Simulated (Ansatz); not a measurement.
## KBr in the rock salt structure (space group Fm-3m, No. 225)

```
KBr
1.0
    0.00000     3.35261     3.35261
    3.35261     0.00000     3.35261
    3.35261     3.35261     0.00000
Br K
1 1
Cartesian
  0.00000   0.00000   0.00000
  3.35261   3.35261   3.35261
```

All numbers come from DFT with PBE, PAW potentials and a 420 eV plane-wave cutoff in Ansatz (a first-principles code), without spin-orbit coupling. k-mesh 9×9×9 (Γ-centred); smearing 0.05 eV (Fermi–Dirac).

| Item | Value |
|---|---|
| Volume per atom | 37.68 Å³ |
| Density | 2.62 g/cm³ |
| Band gap | 4.31 eV, direct at Γ |
| Electron mass | 0.39 mₑ |
| Lowest conduction-band minima above the VBM | Γ 4.31 eV |
| Total energy | -2162.252 eV/atom (σ→0; compares only within this code and set-up) |

Masses are band curvatures over ±0.01 Å⁻¹ around the edge. Stability against distortions was not tested.
